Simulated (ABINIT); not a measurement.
# Variants of one calculation on Pt (Fm-3m, 1 atom in the cell)

```yaml
crystal:
  lattice:
    - [0.00000, 2.00805, 2.00805]
    - [2.00805, 0.00000, 2.00805]
    - [2.00805, 2.00805, 0.00000]
  atoms:
    - { symbol: Pt, position: [0.00000, 0.00000, 0.00000] }
```

Base run A: ABINIT 10.0.3 with PBE, PAW (JTH v2.0 PBE PAW), self-consistent single point.

Its settings: pseudos = [Pt.GGA_PBE-JTH.xml]; ecut = 42 Ry; pawecutdg = 84 Ry; pawxcdev = 0; ixc = 11; occopt = 3; tsmear = 0.05 eV; ngkpt = 11 11 11; nshiftk = 1; shiftk = 0 0 0; potentials = JTH v2.0 PBE PAW; nband = 10; kptopt = 1; nstep = 80; tolvrs = 1e-10.

The starting cell comes from a database of computed structures (which also holds hypothetical and non-ambient phases and stackings), without a prior relaxation at this level. Its lattice was rescaled by a random factor within 2.5 % of one. Spin polarisation is off. In the base run, with a pressure of about -8 GPa the cell is away from its equilibrium volume at this level.

ΔF is the free energy per atom less that of run A. 

Run A gave: pressure (GPa) -7.80; k-points 56.

Runs:
- B: occopt: 3 → 7
- C: ngkpt: 11 11 11 → 4 4 4
- D: tolvrs: 1e-10 → default; toldfe: default → 3.7e-10 Ha
- E: tsmear: 0.05 eV → 0.1 eV; ngkpt: 11 11 11 → 8 8 8
- F: tsmear: 0.05 eV → 0.1 eV
- G: lattice scaled by 0.97; ecut: 42 Ry → 26 Ry; pawecutdg: 84 Ry → 52 Ry
- H: nstep: 80 → 200
- I: iscf: default → 7
- J: tsmear: 0.05 eV → 0.3 eV
- K: nline: default → 3

Problem. What does run G change against A?

Solution. The free energy rises by 58.5 meV/atom and the pressure goes from -7.80 to 15.62 GPa.

Problem. What does run F change against A?

Solution. The free energy goes down by 25.2 meV/atom and the pressure goes from -7.80 to -7.47 GPa.

```
run  ΔF (meV/atom)  pressure (GPa)  k-points
---  -------------  --------------  --------
A             0.00           -7.80        56
B              9.0           -7.95        56
C           -100.4           -9.66         8
D             0.00           -7.80        56
E            -1.33           -7.45        29
F            -25.2           -7.47        56
G             58.5           15.62        56
H             0.00           -7.80        56
I             0.00           -7.80        56
J           -207.8           -5.50        56
K             0.00           -7.80        56
```
